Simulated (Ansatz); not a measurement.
A self-consistent single point of Sc₂C (P4/nmm, 6 atoms in the cell) with Ansatz (a program for electronic structure).

Method of the run: LDA (PW92), default PAW files made with PBE (plane waves; Ansatz).

```yaml
crystal:
  lattice:
    - [4.66114, 0.00000, 0.00000]
    - [0.00000, 4.66114, 0.00000]
    - [0.00000, 0.00000, 7.11219]
  atoms:
    - { symbol: Sc, position: [0.00000, 0.00000, 0.00000] }
    - { symbol: Sc, position: [0.50000, 0.50000, 0.00000] }
    - { symbol: Sc, position: [0.50000, 0.00000, 0.27000] }
    - { symbol: Sc, position: [0.00000, 0.50000, 0.73000] }
    - { symbol: C, position: [0.50000, 0.00000, 0.70000] }
    - { symbol: C, position: [0.00000, 0.50000, 0.30000] }
```

Reference input (self-consistent single point, DFT, LDA (PW92), plane waves, default PAW files made with PBE): basis.ecutwfc = 420 eV; kpoints.mp_grid.grid = 5 5 3; hamiltonian.xc = lda; hamiltonian.pseudopotentials = {kind: paw} (the program's default PAW files); scf.occupations.method = fermi_dirac; scf.occupations.width = 0.05 eV. This run's input differs from it in these lines:

Ansatz 0.2 input:
```diff
@@ -13,3 +13,3 @@
 basis:
-  ecutwfc: 420.0 eV
+  ecutwfc: 335.0 eV
 kpoints:
```

Output, abridged:

```
SCF iter   1: F=—  HF=-8830.326783 eV  |F-HF|=—  |Δ(HF+E_count)|=         —  Δρ=1.02e-2  dr2=3.98e-1  ethr=1.77e-3  ⟨swp⟩=5.7  Hψ=1602  notcnv=0
all-band conjugate gradients solve this SCF's bands
preconditioner: auto → LDOS
SCF iter   2: F=—  HF=-8830.301695 eV  |F-HF|=—  |Δ(HF+E_count)|=   2.51e-2  Δρ=6.39e-3  dr2=6.67e-2  ethr=7.66e-4  ⟨swp⟩=2.0  Hψ=646  notcnv=0
   [... lines left out ...]
SCF iter   6: F=—  HF=-8830.287950 eV  |F-HF|=—  |Δ(HF+E_count)|=   1.01e-5  Δρ=5.17e-5  dr2=7.72e-6  ethr=1.46e-7  ⟨swp⟩=2.0  Hψ=464  notcnv=0
SCF iter   7: F=—  HF=-8830.287949 eV  |F-HF|=—  |Δ(HF+E_count)|=   5.60e-7  Δρ=2.23e-5  dr2=2.60e-6  ethr=1.49e-8  ⟨swp⟩=2.0  Hψ=481  notcnv=0
SCF iter   8: F=—  HF=-8830.287949 eV  |F-HF|=—  |Δ(HF+E_count)|=   3.53e-8  Δρ=5.85e-6  dr2=1.67e-7  ethr=5.00e-9  ⟨swp⟩=2.0  Hψ=473  notcnv=0
SCF iter   9: F=-8830.287949 eV  HF=-8830.287949 eV  |F-HF|=2.37e-9  |Δ(HF+E_count)|=   1.27e-8  Δρ=1.38e-6  dr2=4.80e-9  ethr=1.92e-10  ⟨swp⟩=4.2  Hψ=1153  notcnv=0
SCF 1 converged in 9 iterations: F = -8830.287949 eV  dr2 = 4.80e-9
Free energy (F): -8830.287949 eV
Internal energy: -8830.190459 eV  (E = F + TS)
E sigma→0 (E₀):  -8830.239204 eV
Entropy (-TS):   -0.097490 eV (-16.248 meV/atom)
Fermi energy:    5.396475 eV
--- Forces (eV/Å), atoms counted from 1 ---
  atom   1  Sc     0.00000000     0.00000000    -0.00000000
  atom   2  Sc     0.00000000     0.00000000    -0.00000000
  atom   3  Sc     0.00000000     0.00000000     3.50212231
  atom   4  Sc     0.00000000     0.00000000    -3.50212231
  atom   5  C      0.00000000     0.00000000     1.66987990
  atom   6  C      0.00000000     0.00000000    -1.66987990
--- Stress (GPa, compression-positive) ---
      -16.610559       0.000000       0.000000
        0.000000     -16.610559       0.000000
        0.000000       0.000000     -11.806297
  P = ⅓ Tr σ = -15.0091 GPa (-150.091 kbar)
  The stress holds the Pulay correction. Without it, at fixed plane waves, as pw.x and ABINIT print it: P = -15.9624 GPa
```

The run converged in 9 iterations. Against the reference run the free energy goes up by 19.9 meV/atom, the pressure hardly changes (-15.00 to -15.01 GPa) and the largest force stays at 3.502 eV/Å.

The starting cell was generated: these elements placed on a structure prototype, without a prior relaxation; it need not be a known phase or ordering of this composition. Its lattice was rescaled by a random factor within 2.5 % of one. Forces in this geometry exceed 1 eV/Å. Ansatz's pressure includes its estimate of the finite-basis (Pulay) stress. Without the estimate this run gives -15.96 GPa. The cutoff lies below the one recommended for these files.
